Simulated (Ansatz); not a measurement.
Consider these faces of hcp Co, ferromagnetic, relaxed from ideal cuts in 1x1 cells: (0001), (10-10), (10-11), (10-12), (10-13), (11-20), (11-21), (11-22).

Computed with PBE (plane waves to 420 eV, PAW; Ansatz, a first-principles code).

Question: Put the candidates in order of surface energy, lowest first, for PBE.

Answer: (0001) (2.14 J/m²), (10-10) (2.29 J/m²), (10-11) (2.44 J/m²), (11-20) (2.49 J/m²), (10-13) (2.52 J/m²), (10-12) (2.55 J/m²), (11-22) (2.62 J/m²), (11-21) (2.66 J/m²)
